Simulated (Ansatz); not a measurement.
Convergence test for KNaCl2 (R-3m, 4 atoms in the cell)

```xyz
4
Lattice="2.1260 1.2274 7.0815 -2.1260 1.2274 7.0815 0.0000 -2.4548 7.0815" Properties=species:S:1:pos:R:3 pbc="T T T"
K      0.0000     0.0000    10.6223
Na     0.0000     0.0000     0.0000
Cl     0.0000     0.0000    15.7309
Cl     0.0000     0.0000     5.5137
```

Method of the run: HSE06, default PAW files made with PBE (plane waves; Ansatz, a quantum-chemistry and plane-wave program).

The starting cell comes from a database of computed structures (which also holds hypothetical and non-ambient phases and stackings), without a prior relaxation at this level. Its lattice was rescaled by a random factor within 2.5 % of one. Ansatz's pressure includes its estimate of the finite-basis (Pulay) stress.

Held fixed: basis.ecutwfc = 420 eV; hamiltonian.xc = hse06; hamiltonian.pseudopotentials = {kind: paw} (the program's default PAW files); scf.occupations.method = fixed.

ΔF is the free energy per atom less that of the last row (5 5 5).

The series runs over kpoints.mp_grid.grid = 1 1 1; 2 2 2; 3 3 3; 4 4 4; 5 5 5.

Q: From which setting on does the pressure stay within 0.2 GPa of the last one?

A: From kpoints.mp_grid.grid = 3 3 3 on; the one before it is off by 0.37 GPa. The value it settles on is -0.5 GPa at this level of theory and with the other settings as held.

Q: From which setting on does the energy stay within 2 meV/atom of the last one?

A: From kpoints.mp_grid.grid = 3 3 3 on; the one before it is off by 29 meV/atom.

| kpoints.mp_grid.grid | ΔF (meV/atom) | pressure (GPa) | largest force (eV/Å) | gap on the mesh (eV) | k-points | iterations |
|---|---|---|---|---|---|---|
| 1 1 1 | 743.0 | 6.62 | 0.438 | 6.000 | 1 | 14 |
| 2 2 2 | 28.9 | -0.16 | 0.063 | 6.235 | 4 | 12 |
| 3 3 3 | 1.48 | -0.51 | 0.055 | 6.251 | 6 | 12 |
| 4 4 4 | 0.09 | -0.53 | 0.054 | 6.251 | 13 | 12 |
| 5 5 5 | 0.00 | -0.53 | 0.054 | 6.251 | 19 | 12 |

The gap is read on the k-point mesh of the run and can differ from the gap over the whole zone at this level.

Keys are those of Ansatz 0.2.
